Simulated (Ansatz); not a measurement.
The starting structures come from a database of crystals and need not be the phases stable at ambient conditions.

 Where the default PAW files enter, the runs use the earlier of Ansatz's two default sets.

Tunnelling through a barrier is set by its complex band structure: the current falls as exp(−2κd) with the smallest κ.

Consider the following.

```
CELL_PARAMETERS angstrom
      5.59749     0.00000     0.00000
      2.77750     6.17051     0.00000
      2.60908    -1.17441     4.58498
ATOMIC_POSITIONS crystal
  Ba 0.42016 0.31043 0.78992
  Ba 0.57984 0.68957 0.21008
  Cd 0.00000 0.00000 0.00000
  B  0.12140 0.23810 0.43930
  B  0.87860 0.76190 0.56070
  O  0.95802 0.27170 0.74431
  O  0.04198 0.72830 0.25569
  O  0.04198 0.72830 0.70233
  O  0.95802 0.27170 0.29767
  O  0.43544 0.17352 0.28228
  O  0.56456 0.82648 0.71772
```

Space group of this cell: C2/m. The cell is taken as given; by r2SCAN its mean pressure is -4.9 GPa.

Transport runs along the normal of the first two printed cell vectors.

No gap correction and no spin-orbit coupling; mid-gap values are interpolated between computed energies.

**Question.** State the band gap and the smallest decay constant κ at mid-gap according to r2SCAN run with Ansatz (a quantum-chemistry and plane-wave program).

**Answer.** Gap 3.66 eV on a 8×6×8 mesh; κ = 0.358 1/Å, at the zone centre.
